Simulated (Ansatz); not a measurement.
A computed series for ZrPt3: pressure series

Start from ZrPt3 (space group P6_3/mmc, No. 194; a = 5.654 Å, c = 9.234 Å; a cell from a computed database, its experimental status unchecked).

Cell and atoms are relaxed at each pressure.

Level of theory: PBEsol in Ansatz (plane waves to 420 eV, PAW, no spin-orbit coupling).

```json
[
 {"pressure (GPa)": "-2", "volume per atom (Å³/atom)": "16.107"},
 {"pressure (GPa)": "-1", "volume per atom (Å³/atom)": "16.040"},
 {"pressure (GPa)": "0", "volume per atom (Å³/atom)": "15.976"},
 {"pressure (GPa)": "0.3", "volume per atom (Å³/atom)": "?"},
 {"pressure (GPa)": "0.7", "volume per atom (Å³/atom)": "15.931"},
 {"pressure (GPa)": "1.5", "volume per atom (Å³/atom)": "15.882"},
 {"pressure (GPa)": "3", "volume per atom (Å³/atom)": "15.790"},
 {"pressure (GPa)": "5", "volume per atom (Å³/atom)": "15.672"},
 {"pressure (GPa)": "10", "volume per atom (Å³/atom)": "15.400"}
]
```

Task: Fit the third-order Birch–Murnaghan form P(V) = (3B₀/2)[(V₀/V)^(7/3) − (V₀/V)^(5/3)]·[1 + (3/4)(B₀′ − 4)((V₀/V)^(2/3) − 1)] (squares taken in P) to the rows shown and predict the withheld row.

Result: Least squares on the printed values gives V₀ = 15.976 Å³/atom, B₀ = 249 GPa, B₀′ = 4.8; this predicts 15.957 Å³/atom, and the run gives 15.956 Å³/atom, in agreement.

Load acts through the strain it causes; cell and atoms are relaxed under it. Stability against distortions was not tested. No other phases were tried under pressure. The final runs are not spin-polarised.

Ansatz is a first-principles code.
